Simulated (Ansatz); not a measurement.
Band structure of BiO (R3m, 2 atoms in the cell).

```
BiO
1.0
    1.99990     1.15464     3.12233
   -1.99990     1.15464     3.12233
    0.00000    -2.30929     3.12233
Bi O
1 1
Direct
  0.00727   0.00727   0.00727
  0.26772   0.26772   0.26772
```

Level of theory: PBEsol, PAW files made with PBE (plane waves; Ansatz, a program for electronic structure).

Settings: basis.ecutwfc = 420 eV; kpoints.mp_grid.grid = 10 10 10; hamiltonian.xc = pbesol; hamiltonian.pseudopotentials = {kind: paw} (the program's default PAW files); scf.occupations.method = fermi_dirac; scf.occupations.width = 0.1 eV; kpoints.band_path.path = [[0.0, 0.0, 0.0], [0.5, 0.0, 0.0], [0.5, 0.25783554, -0.25783554]]; kpoints.band_path.npoints = 8.

The starting cell comes from a database of computed structures (which also holds hypothetical and non-ambient phases and stackings), without a prior relaxation at this level. Spin-orbit coupling is off.

Levels in eV from the Fermi level, bands 7 to 14:
```tsv
point	7	8	9	10	11	12	13	14
Γ	-10.31	-4.33	-4.33	-4.07	2.11	2.11	2.42	5.29
L	-11.48	-4.86	-4.66	-4.55	0.23	2.51	2.83	6.58
B1	-11.48	-6.01	-5.88	-2.35	0.12	0.59	2.92	6.17
```

No band crosses the Fermi level by more than 0.03 eV along this path.

Keys are those of Ansatz 0.2.
